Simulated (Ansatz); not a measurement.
The parent structure is BAs in the zinc blende structure (space group F-43m, No. 216; a = 4.784 Å).

Level of theory: plane-wave PAW DFT at the r2SCAN level (Ansatz, a program for electronic structure, 500 eV), no SOC.

For the base:

```
Property               Result
-------------------  --------
Volume per atom      13.69 Å³
Smallest direct gap   3.44 eV
```

Perturbation: hydrostatic tension (pressure −2 GPa).

Problem. Estimate the effect on the volume per atom and smallest direct gap.

Solution. The volume per atom goes up by 0.20 Å³ to 13.89 Å³; the smallest direct gap decreases by 0.02 eV to 3.42 eV.

Load acts through the strain it causes; cell and atoms are relaxed under it. Whether these cells are dynamically stable was not tested.
